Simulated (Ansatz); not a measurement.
**bcc Ta: the defect Ta vacancy + H interstitial + H interstitial**

Level of theory: PBE, PAW (plane waves to 420 eV; Ansatz, a program for electronic structure). Cell and caveats: 54-site cell; 4×4×4 shifted k-points; start: the Ta site; off centre in the vacancy; off centre in the vacancy; no spin–orbit coupling; energies good to tenths of an eV; the relaxation kept the symmetry of the starting site; relaxed from one start, so a lower configuration may exist.

Neighbours after relaxation, in Å: of the emptied site: H 1.41, H 1.41; of the H atom: Ta 1.95, Ta 2.28, Ta 2.28, Ta 2.28, Ta 2.28, H 2.82; of the H atom: Ta 1.95, Ta 2.28, Ta 2.28, Ta 2.28, Ta 2.28, H 2.82.

Formation energies E_f are those of the neutral cell. Chemical conditions: impurity bounded by its compound with the host (Δμ(Ta) = 0.00 eV, Δμ(H) = -0.47 eV, bounded by Ta2H (C222); only phases computed here count, gases as isolated molecules at 0 K). Reference phases: H: H2 molecule in a box, Ta: bcc Ta.

```tsv
charge	moment (μB)	point group	largest move off a lattice site (Å)	E_f, impurity bounded by its compound with the host (eV)
0	not spin-polarised	D4h	0.10	2.49
```

Point groups are those of the whole cell at tolerances of 0.03 and 0.1 Å ("near" where only the looser one holds); none is given for unsettled states.
